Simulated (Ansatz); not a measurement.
The reference is SnO in the litharge type structure (space group P4/nmm, No. 129; layered, stacked along the Cartesian z axis).

```
CELL_PARAMETERS angstrom
      3.79339     0.00000     0.00000
      0.00000     3.79339     0.00000
      0.00000     0.00000     4.76431
ATOMIC_POSITIONS crystal
  Sn 0.50000 0.00000 0.24059
  Sn 0.00000 0.50000 0.75941
  O  0.00000 0.00000 0.00000
  O  0.50000 0.50000 0.00000
```

Computed with r2SCAN+rVV10 (Ansatz, a first-principles code, PAW, no spin-orbit coupling).

One change was made to it. Results:

The c/a ratio decreases by 0.057 (1.256 → 1.199); the lattice parameter a falls by 0.0605 Å to 3.733 Å.

Problem. Name the change that was made.
(A) pressure 0.9 GPa
(B) pressure 9 GPa
(C) pressure 4.5 GPa
(D) pressure −1 GPa
(E) pressure 2.1 GPa

Solution. C, pressure 4.5 GPa. For comparison, the lattice parameter a in the other runs: pressure 2.1 GPa gives 3.766 Å; pressure 0.9 GPa gives 3.781 Å; pressure −1 GPa gives 3.806 Å; pressure 9 GPa gives 3.685 Å.

A case with no gap was solved on a k-mesh chosen for an insulator, which is coarse for it. Load acts through the strain it causes; cell and atoms are relaxed under it. Stability against distortions was not tested. No other phases were tried under pressure. All final runs are without spin polarisation.
